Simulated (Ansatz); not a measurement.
# Several settings converged on PdAu₃ (I4mm, 4 atoms in the cell)

```
CELL_PARAMETERS angstrom
     -2.06286     2.06286     4.02266
      2.06286    -2.06286     4.02266
      2.06286     2.06286    -4.02266
ATOMIC_POSITIONS crystal
  Pd 0.00622 0.00622 0.00000
  Au 0.75000 0.25000 0.50000
  Au 0.25000 0.75000 0.50000
  Au 0.50000 0.50000 0.00000
```

Base method: LDA (PW92), default PAW files made with PBE (plane waves; Ansatz, a first-principles code).

Base settings: basis.ecutwfc = 420 eV; kpoints.mp_grid.grid = 11 11 11; hamiltonian.xc = lda; hamiltonian.pseudopotentials = {kind: paw} (the program's default PAW files); scf.occupations.method = fermi_dirac; scf.occupations.width = 0.1 eV.

The count of work is k-points × plane waves × bands × iterations; it is no time. Core times come from one kind of shared machine, to one figure; runs under 30 s give none.

**Shifted k-point meshes**

In this ladder: kpoints.mp_grid.shift = 0.5 0.5 0.5.

Only quantities that move along the ladder and can be compared are tabulated.

| kpoints.mp_grid.grid | free energy less the last step's (meV/atom) | pressure (GPa) | largest difference of a force vector from the last step's (eV/Å) | count of work / last |
|---|---|---|---|---|
| 2 2 2 | 115.24 | -13.20 | 0.065 | 0.0033 |
| 3 3 3 | 9.80 | -11.90 | 0.032 | 0.0057 |
| 4 4 4 | 7.35 | -12.19 | 0.006 | 0.010 |
| 5 5 5 | -2.13 | -12.04 | 0.002 | 0.017 |
| 6 6 6 | -1.09 | -12.12 | 0.009 | 0.027 |
| 8 8 8 | 0.27 | -12.07 | 0.001 | 0.053 |
| 10 10 10 | 0.18 | -12.06 | 0.001 | 0.094 |
| 12 12 12 | -0.32 | -12.07 | 0.000 | 0.15 |
| 24 24 24 | 0.00 | -12.05 | 0.000 | 1.0 |

Coarsest kpoints.mp_grid.grid that holds the pressure within 0.5 GPa of the last step, with all finer ones: 3 3 3, at 0.0057 of the last step's count of work; the step before is off by 1.1 GPa.

Coarsest kpoints.mp_grid.grid that holds the forces within 0.01 eV/Å of the last step, with all finer ones: 4 4 4, at 0.010 of the last step's count of work; the step before is off by 0.032 eV/Å.

Coarsest kpoints.mp_grid.grid that holds the free energy within 1 meV/atom of the last step, with all finer ones: 8 8 8, at 0.053 of the last step's count of work; the step before is off by 1.1 meV/atom.

**The k-point mesh at a smearing width of 0.3 eV**

In this ladder: scf.occupations.width = 0.3 eV.

Only quantities that move along the ladder and can be compared are tabulated.

| kpoints.mp_grid.grid | free energy less the last step's (meV/atom) | pressure (GPa) | count of work / last |
|---|---|---|---|
| 4 4 4 | -4.33 | -11.70 | 0.016 |
| 5 5 5 | 0.25 | -11.45 | 0.022 |
| 6 6 6 | -0.04 | -11.51 | 0.036 |
| 7 7 7 | 0.74 | -11.43 | 0.048 |
| 8 8 8 | -0.22 | -11.50 | 0.071 |
| 12 12 12 | 0.00 | -11.49 | 0.20 |
| 22 22 22 | 0.00 | -11.49 | 1.0 |

Coarsest kpoints.mp_grid.grid that holds the pressure within 0.1 GPa of the last step, with all finer ones: 5 5 5, at 0.022 of the last step's count of work; the step before is off by 0.21 GPa.

Coarsest kpoints.mp_grid.grid that holds the free energy within 2 meV/atom of the last step, with all finer ones: 5 5 5, at 0.022 of the last step's count of work; the step before is off by 4.3 meV/atom.

**The width of Methfessel-Paxton smearing**

In this ladder: kpoints.mp_grid.grid = 18 18 18; scf.occupations.method = methfessel_paxton.

Narrow widths need finer meshes than wide ones, so the last steps can hold mesh noise.

Only quantities that move along the ladder and can be compared are tabulated; pressure and forces are left out, as mesh noise rules them at narrow widths.

```csv
scf.occupations.width,free energy less the last step's (meV/atom),core time / last (rough)
0.5 eV,2.89,0.9
0.3 eV,-0.18,1
0.2 eV,-0.15,0.9
0.1 eV,0.00,1
```

Widest scf.occupations.width that holds the free energy within 2 meV/atom of the last step, with all finer ones: 0.3 eV; the step before is off by 2.9 meV/atom.

On the base run: the starting cell comes from a database of computed structures (which also holds hypothetical and non-ambient phases and stackings), without a prior relaxation at this level. Its lattice was rescaled by up to half a per cent. One atom was moved a little off its site on purpose. Spin polarisation is off. In the base run, with a pressure of about -12 GPa the cell is away from its equilibrium volume at this level. Ansatz's pressure includes its estimate of the finite-basis (Pulay) stress.

Left out of this page: 2 runs of the series outside the window shown, repeating another row's setting, or not comparable; 1 run of the series unsound by tests on forces, stress, charge or solver warnings.

Keys are those of Ansatz 0.2.
